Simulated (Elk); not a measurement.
Worked example: self-consistent single point of YbGe₂Ru₂ (I4/mmm, 5 atoms in the cell) in Elk.

Level of theory: PBEsol, all-electron FP-LAPW, Elk's shipped species files, default APW+lo basis (Elk).

```yaml
crystal:
  lattice:
    - [-2.13849, 2.13849, 4.96124]
    - [2.13849, -2.13849, 4.96124]
    - [2.13849, 2.13849, -4.96124]
  atoms:
    - { symbol: Yb, position: [0.00000, 0.00000, 0.00000] }
    - { symbol: Ge, position: [0.63113, 0.63113, 0.00000] }
    - { symbol: Ge, position: [0.36887, 0.36887, 0.00000] }
    - { symbol: Ru, position: [0.25000, 0.75000, 0.50000] }
    - { symbol: Ru, position: [0.75000, 0.25000, 0.50000] }
```

Reference input (self-consistent single point, DFT, LDA (PW92), all-electron FP-LAPW, Elk's shipped species files, default APW+lo basis): stype = 0; swidth = 0.00367493 Ha; ngridk = 6 6 6; maxscl = 100. This run's input differs from it in these lines:

```diff
@@ -2,2 +2,5 @@
   0
+
+xctype
+  22
```

Output (repeated stretches shortened):

```
│ Self-consistent loop started │
│ Loop number : 1 │
 total energy                :     -26892.5383487
│ Loop number : 2 │
 total energy                :     -27120.8215138
RMS change in Kohn-Sham potential (target) :    1.761200383     (  0.1000000000E-05)
Absolute change in total energy (target)   :    228.2831651     (  0.1000000000E-03)
│ Loop number : 3 │
 total energy                :     -27308.9940384
RMS change in Kohn-Sham potential (target) :   0.4751519252     (  0.1000000000E-05)
Absolute change in total energy (target)   :    245.2433158     (  0.1000000000E-03)
│ Loop number : 4 │
   [... lines left out ...]
Absolute change in total energy (target)   :   0.2235676184E-03 (  0.1000000000E-03)
│ Loop number : 20 │
 total energy                :     -27326.1296622
RMS change in Kohn-Sham potential (target) :   0.5295487725E-06 (  0.1000000000E-05)
Absolute change in total energy (target)   :   0.8877894361E-03 (  0.1000000000E-03)
│ Loop number : 21 │
 total energy                :     -27326.1295184
RMS change in Kohn-Sham potential (target) :   0.5589419071E-06 (  0.1000000000E-05)
Absolute change in total energy (target)   :   0.7812735930E-04 (  0.1000000000E-03)
Convergence targets achieved

│ Loop number : 22 │

Energies :
 Fermi                       :     0.305717665408
 total energy                :     -27326.1295787

Density of states at Fermi energy :    150.7445500
 (states/Hartree/unit cell)

Estimated indirect band gap :   0.9940850863E-03
 from k-point      1 to k-point     14
Estimated direct band gap   :   0.1261743128E-02
 at k-point      1

Charges :
 core                        :    138.0000000
 valence                     :    84.00000000
 interstitial                :    8.765455742
 muffin-tins (core leakage)
  species :    1 (Yb)
   atom    1                 :    68.25344485     (  0.1091951525E-05)
  species :    2 (Ge)
   atom    1                 :    30.16214139     (  0.1121080983E-02)
   atom    2                 :    30.16214139     (  0.1121080983E-02)
  species :    3 (Ru)
   atom    1                 :    42.32840832     (  0.2551698444E-06)
   atom    2                 :    42.32840832     (  0.2551698444E-06)
 total in muffin-tins        :    213.2345443
 total calculated charge     :    221.9902041
 total charge                :    222.0000000
 error                       :   0.9795897366E-02

│ Self-consistent loop stopped │
```

The run converged in 22 iterations. The count includes the last loop, which Elk runs after its targets are met. 

The starting cell comes from a database of computed structures (which also holds hypothetical and non-ambient phases and stackings), without a prior relaxation at this level. Spin-orbit coupling is off. Spin polarisation is off. Values depend on the basis (sphere radii, cutoffs, local orbitals), which need not be converged. The log's line on a gap gives a spacing of levels on this mesh, which the program prints for metals too.

Cost on one core of a shared machine: roughly 90 s.
